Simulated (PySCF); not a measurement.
PySCF 2.14.0, BP86/def2-tzvp, df: Al(H)(F)(OH) ([OH][AlH][F]), 5 atoms. The geometry is a generated start, not checked to be a minimum at this level.

```
Quantity                      Result
-------------------  ---------------
task                          energy
method                          bp86
basis                      def2-tzvp
two-electron scheme  density fitting
mol.max_memory               3000 MB
mf.max_cycle                     100
mf.conv_tol          1e-09 (default)
mf.grids.level           3 (default)
basis functions                  111
grid points                    67144
```

```xyz
5

Al     0.1317    -0.3634     0.3375
H     -0.7672    -1.5269     0.5845
F      1.5422    -0.3233     1.1878
O     -0.3152     0.7842    -0.7374
H     -0.5916     1.4295    -1.3725
```

With the defaults (mf.DIIS = CDIIS, mf.diis = true, mf.diis_space = 8, mf.level_shift = 0, mf.init_guess = minao, mf.damp = 0, mf.diis_start_cycle = 1) it converges in 12 Fock builds. One run each on 2 threads, 1 BLAS thread, with these changes:
- mf.damp = 0.7, mf.diis_start_cycle = 8
- mf.init_guess = huckel
- mf.diis_space = 20
- mf.DIIS = EDIIS
- mf.diis = false
- mf.level_shift = 0.3 Hartree
- mf.init_guess = mod_huckel
- mf.diis_space = 12
- mf.diis_space = 5

Task: Which of these changes keep the SCF from converging, or lead it to another solution?

Result: No convergence: mf.DIIS = EDIIS; mf.diis = false (the run ends without SCF convergence in 100 cycles). The rest reach the solution of the defaults.

```
setting                                 Fock builds             end
--------------------------------------  -----------  --------------
the defaults                                     12   same solution
mf.diis_space = 12                               12   same solution
mf.diis_space = 20                               12   same solution
mf.diis_space = 5                                13   same solution
mf.init_guess = mod_huckel                       13   same solution
mf.init_guess = huckel                           13   same solution
mf.damp = 0.7, mf.diis_start_cycle = 8           15   same solution
mf.level_shift = 0.3 Hartree                     16   same solution
mf.DIIS = EDIIS                                 101  no convergence
mf.diis = false                                 101  no convergence
```
